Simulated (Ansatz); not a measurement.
TaBr₅ (C2/m, No. 12), treated with LDA in Ansatz (PAW).

Settings: plane-wave cutoff 520 eV, 4×4×6 k mesh (along the axes of the cell as run), Fermi–Dirac smearing 0.01 eV, scalar-relativistic PAW data made under PBE.

Computed at the level's own relaxed cell.

Give the computed band gap and direct gap at Γ.


* **band gap**: 1.81 eV (on the SCF k mesh)
* **direct gap at Γ**: 1.86 eV

Note: the volume lies 10 % below that of the published cell.

Spin–orbit coupling is not included.

Computed values are for the static lattice.

Ansatz is a first-principles code.
